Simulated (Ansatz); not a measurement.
**Effect of biaxial strain −2.25 %, plane normal [001], relaxed out of plane on Al2O3**

Take Al2O3 in the corundum structure (space group R-3c, No. 167; a = 4.774 Å, c = 13.015 Å (hexagonal axes)) as the base. Axes: x lies along a and z along c of the hexagonal cell.

One thing is altered: compressive biaxial strain of 2.25 % in the plane normal to [001], as in epitaxy on a mismatched substrate; the out-of-plane cell vector and the atoms relax.

Level of theory: plane-wave PAW DFT at the PBEsol level (Ansatz, a first-principles code, 420 eV), no spin-orbit coupling. Γ-centred 8×8×8 mesh, Fermi–Dirac width 0.05 eV.

The volume per atom decreases by 0.286 Å³, from 8.56 Å³ to 8.28 Å³ and the space group stays R-3c (No. 167). The shortest interatomic distance drops by 0.024 Å to 1.837 Å and the energy grows by 16 meV/atom. The pressure (mean of the normal stresses, compression positive) goes from zero to 9.14 GPa and the band gap grows by 0.40 eV to 6.43 eV. The gap character is still direct at Γ and the width of the top valence band goes up by 0.06 eV (0.63 eV → 0.69 eV). The electron mass changes from 0.40 mₑ along c, 0.37 mₑ across (at Γ) to 0.39 mₑ (at Γ) and the out-of-plane strain is +1.16 %. The ratio −ε⊥/ε∥ is 0.51 and the mean in-plane stress (compression positive) comes out as +13.7 GPa.

Cost of the whole job for the changed cell (relaxation, final SCF and bands): roughly 50 core-seconds.

Masses are band curvatures over ±0.01 Å⁻¹ around the edge. No phonon test of stability was made.
